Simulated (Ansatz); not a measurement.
SiS2, pressure series

Base system: SiS$_{2}$ (space group Ibam, No. 72; made of chains).

```xyz
6
Lattice="-3.0093 4.6978 2.7724 3.0093 -4.6978 2.7724 3.0093 4.6978 -2.7724" Properties=species:S:1:pos:R:3 pbc="T T T"
S      1.8381     3.5651     2.7724
S      1.1711    -1.1327     2.7724
S      1.8381     5.8304     0.0000
S      1.1711     1.1327     0.0000
Si     0.0000     0.0000     4.1586
Si     0.0000     0.0000     1.3862
```

Cell and atoms are relaxed at each pressure.

Levels (all Ansatz, an electronic-structure program, PAW): PBEsol (420 eV, spin-orbit coupling left out); r2SCAN (500 eV, no SOC); HSE06 (420 eV, without spin-orbit coupling).

Band gaps by level, all at the geometries relaxed with PBEsol:

| case | PBEsol | r2SCAN | HSE06 |
|---|---|---|---|
| base | 2.80 eV | 3.28 eV | 4.01 eV |
| pressure 0.9 GPa | 2.55 eV | 3.03 eV | 3.75 eV |
| pressure 2.1 GPa | 2.37 eV | … | 3.55 eV |
| pressure 4.5 GPa | 2.20 eV | … | 3.36 eV |
| pressure 9 GPa | 2.04 eV | 2.51 eV | 3.09 eV |
| pressure 15 GPa | 1.45 eV | 1.94 eV | 2.44 eV |

Q: Some entries are withheld; estimate them.

A: 
- pressure 2.1 GPa, r2SCAN: 2.85 eV
- pressure 4.5 GPa, r2SCAN: 2.68 eV

Single points use the geometry relaxed with PBEsol. HSE06 was sampled on its mesh, a few special points and the semilocal edge points, so its gap is an upper bound. Load acts through the strain it causes; cell and atoms are relaxed under it. No phonon test of stability was made. Competing high-pressure phases were not computed. No dispersion term is included in the PBEsol runs.
